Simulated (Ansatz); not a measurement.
# Cu3N, response to strain

Base system: Cu3N (space group Pm-3m, No. 221; a = 3.765 Å). Axes: x, y, z lie along the cube axes.

Strains are applied to the cell and any free atomic positions relax; under biaxial strain the out-of-plane vector relaxes too.

Calculations: DFT with PBEsol, PAW potentials and a 420 eV plane-wave cutoff in Ansatz (an electronic-structure program), without spin-orbit coupling.

Notes on the quantities. energy relative to the base: free energy F; pressure: mean of the normal stresses, compression positive.

```json
[
 {"variant": "base", "shortest interatomic distance": "1.882 Å", "energy relative to the base": "0 meV/atom", "pressure": "0.0 GPa"},
 {"variant": "biaxial strain −2.50 %, plane normal [111], relaxed out of plane", "shortest interatomic distance": "1.876 Å", "energy relative to the base": "+5.5 meV/atom", "pressure": "1.8 GPa"},
 {"variant": "biaxial strain −2.00 %, plane normal [111], relaxed out of plane", "shortest interatomic distance": "1.877 Å", "energy relative to the base": "+3.5 meV/atom", "pressure": "1.4 GPa"},
 {"variant": "biaxial strain −1.50 %, plane normal [111], relaxed out of plane", "shortest interatomic distance": "1.878 Å", "energy relative to the base": "+1.9 meV/atom", "pressure": "1.0 GPa"},
 {"variant": "biaxial strain −1.00 %, plane normal [111], relaxed out of plane", "shortest interatomic distance": "1.880 Å", "energy relative to the base": "+0.8 meV/atom", "pressure": "0.7 GPa"},
 {"variant": "biaxial strain −0.50 %, plane normal [111], relaxed out of plane", "shortest interatomic distance": "1.881 Å", "energy relative to the base": "+0.2 meV/atom", "pressure": "(withheld)"}
]
```

Question: Complete the table.

Answer: 
- biaxial strain −0.50 %, plane normal [111], relaxed out of plane, pressure: 0.3 GPa

Whether these cells are dynamically stable was not tested. The final runs are not spin-polarised.
